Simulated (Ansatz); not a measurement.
**A computed series for SnTe: pressure series**

The reference is SnTe in the rock salt structure (space group Fm-3m, No. 225; a = 6.4093 Å).

Cell and atoms are relaxed at each pressure.

All numbers come from Kohn–Sham DFT with the PBE functional, run in Ansatz (an electronic-structure program) with PAW and 420 eV plane waves, without spin-orbit coupling.

Notes on the quantities. enthalpy: H = E + PV relative to the base's energy.

```
variant            lattice parameter a       enthalpy  band gap
-----------------  -------------------  -------------  --------
base                           6.409 Å              –   0.05 eV
pressure −2 GPa                    [?]  -0.42 eV/atom   0.20 eV
pressure −1 GPa                    [?]  -0.21 eV/atom   0.12 eV
pressure 0.9 GPa               6.365 Å  +0.18 eV/atom      zero
pressure 15 GPa                5.946 Å  +2.71 eV/atom      zero
pressure 22.5 GPa              5.813 Å  +3.90 eV/atom      zero
pressure 30 GPa                5.709 Å  +5.02 eV/atom      zero
```

**Question.** What belongs in the blanks?

**Answer.** 
- pressure −2 GPa, lattice parameter a: 6.530 Å
- pressure −1 GPa, lattice parameter a: 6.466 Å

With Te present, leaving out spin-orbit coupling can change the band edges. Load acts through the strain it causes; cell and atoms are relaxed under it. Whether these cells are dynamically stable was not tested. No other phases were tried under pressure. The final runs are not spin-polarised. The zero or small gap of SnTe can change with the level of theory.
